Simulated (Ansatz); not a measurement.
Consider MgS in the rock salt structure (space group Fm-3m, No. 225; a = 5.1821 Å). Axes: x, y, z lie along the cube axes.

The change: uniaxial strain ε_yy = −4.26 %, all other strain components held at zero, atoms relaxed at fixed cell.

Levels (all Ansatz, a quantum-chemistry and plane-wave program, PAW): PBEsol (420 eV, spin-orbit coupling left out); r2SCAN (500 eV, no SOC); HSE06 (420 eV, without spin-orbit coupling).

One geometry, relaxed with PBEsol, under each level:

| level | band gap | lowest conduction level above the VBM at special points | electron mass | pressure |
|---|---|---|---|---|
| PBEsol | 2.61 eV | M 2.61 eV; X 2.85 eV; S₀ 3.52 eV; S 3.52 eV | 0.49 mₑ along k, 0.31 mₑ across (at M) | 4.07 GPa |
| r2SCAN | 3.37 eV | M 3.37 eV; X 3.62 eV; S₀ 4.27 eV; S 4.27 eV | 0.50 mₑ along k, 0.32 mₑ across (at M) | 5.34 GPa |
| HSE06 | 3.72 eV | M 3.72 eV; X 3.97 eV; S₀ 4.66 eV; Γ 5.24 eV | – | – |

Single points use the geometry relaxed with PBEsol. Their cutoffs differ, which shifts pressures a little. HSE06 gaps are upper bounds (no full band path). Effective masses come from finite differences of ±0.01 Å⁻¹. Along k means along the line from Γ to the band edge. No phonon test of stability was made. The base started in P3_121 and relaxed to Fm-3m at this level. Labels are those of the standard path for the cell's own space group.
